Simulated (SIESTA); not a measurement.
SIESTA run on TaN (P31m, 6 atoms in the cell): self-consistent single point.

Level of theory: GGA PBEsol, numerical atomic orbitals DZP, PseudoDojo PBEsol standard norm-conserving potentials (rewritten from UPF to PSML) (SIESTA 5.4.2).

```
TaN
1.0
    5.23454     0.00000     0.00000
   -2.61727     4.53325     0.00000
    0.00000     0.00000     2.92932
Ta N
3 3
Direct
  0.00000   0.00000   0.01707
  0.33333   0.66667   0.50000
  0.66667   0.33333   0.50000
  0.39239   0.00000   0.00000
  0.60761   0.60761   0.00000
  0.00000   0.39239   0.00000
```

Reference input (self-consistent single point, DFT, GGA PBEsol, numerical atomic orbitals DZP, PseudoDojo PBEsol standard norm-conserving potentials (rewritten from UPF to PSML)): XC.functional = GGA; XC.authors = PBEsol; potentials = PseudoDojo PBEsol standard; PAO.BasisSize = DZP; PAO.EnergyShift = 0.005 Ry; MeshCutoff = 300 Ry; kgrid.MonkhorstPack = 4 4 5; OccupationFunction = FD; ElectronicTemperature = 1160.45 K; MaxSCFIterations = 150; SCF.Mixer.Method = Broyden; SCF.Mixer.Weight = 0.1. This run's input differs from it in these lines:

```diff
@@ -43,3 +43,6 @@
 SCF.Mixer.History            8
-SCF.DM.Tolerance             1.0E-04
+SCF.DM.Converge              false
+SCF.H.Converge               false
+SCF.FreeE.Converge           true
+SCF.FreeE.Tolerance          1.0E-12 eV
 Diag.ParallelOverK           true
```

The program printed (abridged):

```
        iscf     Eharris(eV)        E_KS(eV)     FreeEng(eV)     dDmax    Ef(eV) dHmax(eV)
   scf:    1    -6095.669742    -6145.297392    -6145.317509  1.333125 -2.347612 10.470553
   scf:    2    -6161.514821    -6153.952794    -6153.984532  0.089473 -2.451832  7.005670
   scf:    3    -6163.685906    -6162.060970    -6162.104100  0.244623 -2.795968  1.085712
   scf:    4    -6160.656244    -6161.673913    -6161.718355  0.092669 -2.792339  1.865871
   scf:    5    -6162.295972    -6162.011494    -6162.055957  0.038868 -2.852190  1.309152
   [... 141 lines left out ...]
   scf:  147    -6162.237189    -6162.237189    -6162.281580  0.000000 -2.974386  0.000000
   scf:  148    -6162.237189    -6162.237189    -6162.281580  0.000000 -2.974386  0.000000
   scf:  149    -6162.237189    -6162.237189    -6162.281580  0.000000 -2.974386  0.000000
   scf:  150    -6162.237189    -6162.237189    -6162.281580  0.000000 -2.974386  0.000000
SCF_NOT_CONV: SCF did not converge in maximum number of steps (required).
SCF_NOT_CONV: SCF did not converge in maximum number of steps (required).
Geom step, scf iteration, dDmax, dHmax:    0   150      0.000000     0.000000
Geom step, scf iteration, dDmax, dHmax:    0   150      0.000000     0.000000

ABNORMAL_TERMINATION
ABNORMAL_TERMINATION
Stopping Program from Node:    0
Stopping Program from Node:    0
```

The run ended unconverged after 150 iterations. 

The starting cell comes from a database of computed structures (which also holds hypothetical and non-ambient phases and stackings), without a prior relaxation at this level. Its lattice was rescaled by up to half a per cent. One atom was moved a little off its site on purpose. Values carry the incompleteness of an atom-centred basis.

Cost on one core of a shared machine: roughly 8 min.
